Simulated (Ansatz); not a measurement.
## A computed series for hypothetical diamond Ca: pressure series

Consider Ca in the diamond structure (space group Fd-3m, No. 227; a = 8.6203 Å; a hypothetical phase, not in the database extracts checked).

Cell and atoms are relaxed at each pressure.

Computed with PBE (Ansatz, a program for electronic structure; PAW; 420 eV plane waves; no spin-orbit coupling).

Two rows of this table had their results exchanged by mistake.

```csv
pressure,volume per atom (Å³),shortest distance (Å),band gap
pressure 0.3 GPa,74.63,3.646,zero
pressure 0.7 GPa,37.82,2.907,zero
pressure 1.5 GPa,60.67,3.403,zero
pressure 3 GPa,47.93,3.146,zero
pressure 5 GPa,69.22,3.556,zero
pressure 7.5 GPa,27.78,2.623,zero
pressure 10 GPa,25.34,2.544,zero
```

Task: Which two?

Result: The rows for pressure 0.7 GPa and pressure 5 GPa: the volume has to fall steadily with pressure, so 69.22 Å³ belongs to pressure 0.7 GPa and 37.82 Å³ to pressure 5 GPa.

Load acts through the strain it causes; cell and atoms are relaxed under it. No phonon test of stability was made. Competing high-pressure phases were not computed.
